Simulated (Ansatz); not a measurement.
For MoIr (Pmma), PBEsol, DFPT electron-phonon coupling, linearised Boltzmann equation in Ansatz (a first-principles code) gives a transport coupling λ_tr = 0.403 and a Drude plasma energy ħω_p = 6.52 eV along z (a = (4.42, 0.00, 0.00) Å; b = (0.00, 2.74, 0.00) Å; c = (0.00, 0.00, 4.79) Å).

Question: Estimate the resistivity at 300 K from the high-temperature formula ρ = 2π λ_tr k_B T / (ħ ε₀ ω_p²), and say how the full Boltzmann solution compares.

Answer: The scattering rate is 1/τ = 2π λ_tr k_B T/ħ = 9.95e13 s⁻¹ and ω_p = 9.91e15 s⁻¹, so ρ ≈ 11.4 μΩ·cm. The Boltzmann solution gives 10.5 μΩ·cm, 0.91 times the estimate.

A metal at this level (no band gap). Only scattering by harmonic phonons is included (no impurities, grain boundaries, electron-electron scattering or thermal expansion). Spin-orbit coupling is left out, which matters with elements this heavy. The self-energy correction of the phonons between q points moved λ by about 3 %. Halving the electron mesh (20x32x20) moves the resistivity by up to 4 % at 300 K, the coupling by up to 1 %. Smearing 0.20 eV; phonons on a 3x5x3 q mesh, which this run doesn't test.

Formula and space group known from diffraction (Crystallography Open Database), not checked to be the room-temperature form: MoIr (Pmma).
